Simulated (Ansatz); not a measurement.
## Short convergence ladders for a (110) slab of HgPt3 (cut from a parent of space group no. 65; 8 atoms in the cell)

```xyz
8
Lattice="2.8970 0.0000 0.0000 0.0000 4.9122 0.0000 0.0000 0.0000 21.0284" Properties=species:S:1:pos:R:3 pbc="T T T"
Hg     0.0000     0.3774     9.3428
Hg     0.0000     1.8522    14.0284
Pt     0.0000     2.0961     7.0000
Pt     1.4485     4.5522     7.0000
Pt     1.4485     2.8335     9.3428
Pt     0.0000     3.5709    11.6856
Pt     1.4485     1.1148    11.6856
Pt     1.4485     4.3083    14.0284
```

Base method: PBEsol, default PAW files made with PBE (plane waves; Ansatz, a program for electronic structure).

Base settings: basis.ecutwfc = 420 eV; kpoints.mp_grid.grid = 8 5 1; hamiltonian.xc = pbesol; hamiltonian.pseudopotentials = {kind: paw} (the program's default PAW files); scf.occupations.method = fermi_dirac; scf.occupations.width = 0.1 eV.

The count of work is k-points × plane waves × bands × iterations; it is no time. Core times come from one kind of shared machine, to one figure; runs under 30 s give none.

**The vacuum**

The mesh stays at the base's, so the ladder's end is converged at best in this setting alone.

Only quantities that move along the ladder and can be compared are tabulated.

| vacuum between outermost atoms (Å) | free energy less the last step's (meV/atom) | largest difference of a force vector from the last step's (eV/Å) | count of work / last | core time / last (rough) |
|---|---|---|---|---|
| 3.0 | -185.83 | 1.356 | 0.15 | – |
| 4.0 | -36.70 | 0.377 | 0.19 | – |
| 5.0 | -4.51 | 0.060 | 0.21 | – |
| 6.0 | -0.68 | 0.011 | 0.25 | – |
| 7.0 | -0.29 | 0.005 | 0.27 | – |
| 8.0 | -0.19 | 0.003 | 0.29 | – |
| 10.0 | -0.12 | 0.002 | 0.33 | 0.3 |
| 12.0 | -0.08 | 0.001 | 0.37 | 0.3 |
| 14.0 | -0.06 | 0.001 | 0.41 | 0.3 |
| 17.0 | -0.04 | 0.001 | 0.46 | 0.4 |
| 20.0 | -0.03 | 0.001 | 0.52 | 0.4 |
| 25.0 | -0.01 | 0.000 | 0.68 | 0.6 |
| 30.0 | 0.00 | 0.000 | 1.0 | 1 |

Smallest vacuum between outermost atoms (Å) that holds the free energy within 0.5 meV/atom of the last step, with all finer ones: 7.0, at 0.27 of the last step's count of work; the step before is off by 0.68 meV/atom.

Smallest vacuum between outermost atoms (Å) that holds the forces within 0.02 eV/Å of the last step, with all finer ones: 6.0, at 0.25 of the last step's count of work; the step before is off by 0.060 eV/Å.

**The k-point mesh**

Only quantities that move along the ladder and can be compared are tabulated.

| kpoints.mp_grid.grid | free energy less the last step's (meV/atom) | largest difference of a force vector from the last step's (eV/Å) | count of work / last | core time / last (rough) |
|---|---|---|---|---|
| 2 2 1 | 581.21 | 0.406 | 0.033 | – |
| 3 2 1 | 66.72 | 0.486 | 0.033 | – |
| 4 3 1 | -19.54 | 0.176 | 0.049 | – |
| 5 3 1 | 11.27 | 0.076 | 0.044 | – |
| 6 4 1 | -14.05 | 0.051 | 0.080 | – |
| 7 4 1 | 2.66 | 0.037 | 0.089 | 0.08 |
| 8 5 1 | -0.91 | 0.022 | 0.11 | 0.1 |
| 10 6 1 | 0.19 | 0.024 | 0.18 | 0.2 |
| 11 7 1 | -0.28 | 0.015 | 0.16 | 0.2 |
| 13 8 1 | -0.14 | 0.005 | 0.26 | 0.3 |
| 15 9 1 | 0.02 | 0.006 | 0.30 | 0.3 |
| 18 11 1 | 0.01 | 0.002 | 0.44 | 0.4 |
| 21 13 1 | 0.03 | 0.001 | 0.51 | 0.5 |
| 25 15 1 | -0.01 | 0.001 | 0.77 | 0.8 |
| 29 17 1 | 0.00 | 0.000 | 1.0 | 1 |

Coarsest kpoints.mp_grid.grid that holds the free energy within 2 meV/atom of the last step, with all finer ones: 8 5 1, at 0.11 of the last step's count of work and about 0.1 of the last step's time; the step before is off by 2.7 meV/atom.

Coarsest kpoints.mp_grid.grid that holds the forces within 0.01 eV/Å of the last step, with all finer ones: 13 8 1, at 0.26 of the last step's count of work and about 0.3 of the last step's time; the step before is off by 0.015 eV/Å.

**The depth of the slab**

On a (110) slab of HgPt3 (cut from a parent of space group no. 65; 4 atoms in the cell), and deeper slabs.

Surface energy = (E_slab − N e_bulk)/2A, with e_bulk from the bulk crystal on its finest mesh (684 k-points); errors per atom of slab and bulk, whose meshes differ, grow with N. The bulk cell stands at -8.3 GPa at this level, so the slab is strained in the plane.

The mesh stays at the base's, so the ladder's end is converged at best in this setting alone.

Only quantities that move along the ladder and can be compared are tabulated.

```tsv
atoms	unrelaxed surface energy (J/m²)	count of work / last	core time / last (rough)
4	1.571	0.057	–
8	1.516	0.16	0.09
12	1.511	0.30	0.2
16	1.503	0.46	0.4
20	1.495	0.67	0.6
24	1.485	1.0	1
```

State of the unrelaxed surface energy at the end of the ladder: still drifting one way, by 0.018 J/m² over the last two steps, so the last step is no safe reference.

On the base run: the starting cell comes from a database of computed structures (which also holds hypothetical and non-ambient phases and stackings), without a prior relaxation at this level. The slab is cut from that crystal, and its faces are unrelaxed. Its lattice was rescaled by up to half a per cent. Spin polarisation is off. The two faces of this cut differ, and no dipole correction was used. In the base run, forces exceed 1 eV/Å.

Keys are those of Ansatz 0.2.
